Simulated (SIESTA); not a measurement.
SIESTA run on ZnNiF₄ (P-1, 12 atoms in the cell): self-consistent single point.

Computed with SIESTA with GGA PBEsol+U, numerical atomic orbitals DZP, PseudoDojo PBEsol standard norm-conserving potentials (rewritten from UPF to PSML).

```
CELL_PARAMETERS angstrom
      5.03589     0.00000     0.00000
     -0.00759     5.06259     0.00000
     -2.46359    -2.46654     5.00452
ATOMIC_POSITIONS crystal
  Zn 0.74961 0.75179 0.49974
  Zn 0.25039 0.24821 0.50026
  Ni 0.00000 0.50000 0.00000
  Ni 0.50000 0.00000 0.00000
  F  0.07300 0.16362 0.73873
  F  0.92700 0.83638 0.26127
  F  0.33942 0.43421 0.25662
  F  0.66058 0.56579 0.74338
  F  0.84004 0.33601 0.25631
  F  0.15996 0.66399 0.74369
  F  0.57196 0.06872 0.73792
  F  0.42804 0.93128 0.26208
```
Moments meant for the start (each program seeds them in its own way; μB, in the order of the atoms Zn Zn Ni Ni F F F F F F F F): 0.0 0.0 2.0 2.0 0.0 0.0 0.0 0.0 0.0 0.0 0.0 0.0.

Reference input (self-consistent single point, DFT, GGA PBEsol+U, numerical atomic orbitals DZP, PseudoDojo PBEsol standard norm-conserving potentials (rewritten from UPF to PSML)): XC.functional = GGA; XC.authors = PBEsol; potentials = PseudoDojo PBEsol standard; PAO.BasisSize = DZP; PAO.EnergyShift = 0.01 Ry; MeshCutoff = 350 Ry; kgrid.MonkhorstPack = 5 5 5 shifted by 0.5 0.5 0.5; OccupationFunction = FD; ElectronicTemperature = 0.02 eV; Spin = polarized; DFTU.ProjectorGenerationMethod = 2; DFTU.CutoffNorm = 0.9. This run's input differs from it in these lines:

```diff
@@ -37,3 +37,3 @@
 PAO.EnergyShift              0.01 Ry
-MeshCutoff                   350 Ry
+MeshCutoff                   612 Ry
 %block kgrid.MonkhorstPack
```

Log, with long lists cut:

```
        iscf     Eharris(eV)        E_KS(eV)     FreeEng(eV)     dDmax    Ef(eV) dHmax(eV)
   scf:    1   -25630.428278   -25746.422056   -25746.456618  0.836109 -0.541335 47.763897
     spin moment: {S} , |S| = {        0.0        0.0    2.20587 }     2.20587
   scf:    2   -25823.486970   -25813.588545   -25813.615122  0.880195 -0.654233 15.301579
     spin moment: {S} , |S| = {        0.0        0.0    4.10956 }     4.10956
   scf:    3   -25827.453705   -25820.788935   -25820.794519  0.126556 -1.785694 10.541242
     spin moment: {S} , |S| = {        0.0        0.0    4.00000 }     4.00000
   [... lines left out ...]
     spin moment: {S} , |S| = {        0.0        0.0    4.00000 }     4.00000
hubbard_term: recalculating local occupations   25
hubbard_term: maximum change in local occup.    0.000263
   scf:   32   -25829.373926   -25829.373925   -25829.373925  0.000127 -3.535127  0.000226
     spin moment: {S} , |S| = {        0.0        0.0    4.00000 }     4.00000
hubbard_term: recalculating local occupations   26
hubbard_term: maximum change in local occup.    0.000271
   scf:   33   -25829.373924   -25829.373924   -25829.373924  0.000009 -3.535121  0.000247
     spin moment: {S} , |S| = {        0.0        0.0    4.00000 }     4.00000
SCF Convergence by DM+H criterion
max |DM_out - DM_in|         :     0.0000091269
max |H_out - H_in|      (eV) :     0.0002468150
DFT+U population converged by dTol_pop criteria:
max |pop(DFT+U)_i - pop(DFT+U)_j|:     0.0002707804
SCF cycle converged after 33 iterations

Using DM_out to compute the final energy and forces
hubbard_term: recalculating local occupations   27
hubbard_term: maximum change in local occup.    0.000271
hubbard_term: recalculating Hamiltonian and forces

siesta: E_KS(eV) =           -25829.3740

siesta: E_KS - E_eggbox =    -25829.3740

siesta: Atomic forces (eV/Ang):
     1    0.040256   -0.091801    0.016314
     2   -0.040256    0.091801   -0.016314
     3    0.000000    0.000000    0.000000
     4   -0.000000   -0.000000    0.000000
     5    0.084363   -0.166091    0.025346
   [... lines left out ...]
siesta: FreeEng =    -25829.373966
siesta: Cell volume =        127.588670 Ang**3
siesta:         -69.84395010        -67.27655717  kBar
   [... lines left out ...]
     5    -0.308628    7.308628    0.031746  F
     6    -0.308628    7.308628    0.031746  F
     7    -0.311004    7.311004    0.031304  F
     8    -0.311004    7.311004    0.031304  F
     9    -0.304519    7.304519    0.034590  F
    10    -0.304519    7.304519    0.034590  F
    11    -0.312506    7.312506    0.028498  F
    12    -0.312506    7.312506    0.028498  F
 Total    -0.000000                4.000000
```

The run converged in 33 iterations. Against the reference run the free energy rises by 1.6 meV/atom, the pressure hardly changes (-6.94 to -6.98 GPa), the largest force hardly changes (0.511 to 0.507 eV/Å), the gap on the mesh stays at 3.843 eV and the size of the net moment stays at 0.33 μB/atom.

The starting cell comes from a database of computed structures (which also holds hypothetical and non-ambient phases and stackings), without a prior relaxation at this level. Its lattice was rescaled by a random factor within 2.5 % of one. The magnetic order is the one reached from the typed start; others were not searched systematically. With U or open f shells several self-consistent states can exist. Values carry the incompleteness of an atom-centred basis. The shifted mesh does not hold Γ, so a gap read on it misses any band edge there.

Cost on one core of a shared machine: roughly 5 min.
